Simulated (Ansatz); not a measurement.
1T (CdI2-type) MnBr₂ was calculated with LDA (plane waves, PAW; Ansatz, an electronic-structure program).

Run with plane-wave cutoff 520 eV, 12×12×6 k mesh (along the axes of the cell as run), Fermi–Dirac smearing 0.01 eV, spin-polarised with parallel moments, scalar-relativistic PAW data made under PBE.

Properties against volume:

Shape and atoms are relaxed at each volume.

```csv
V (Å³/atom),P (GPa),direct gap at Γ (eV),smallest gap on the k mesh (eV),c (Å)
23.526,1.07,1.319,0.695,5.920
24.016,0.48,1.326,0.750,5.995
24.507,-0.01,1.332,0.799,6.071
24.997,-0.36,1.334,0.838,6.157
25.487,-0.63,1.334,0.868,6.249
```

The fundamental gap (0.80 eV at the equilibrium volume, with added k points) lies elsewhere than Γ–Γ.

Note: the magnetic order was assumed, not searched for or taken from measurement; the volume lies 6 % below that of the published cell; the bulk modulus comes from volumes at which shape and atoms were relaxed.

Spin–orbit coupling is not included.
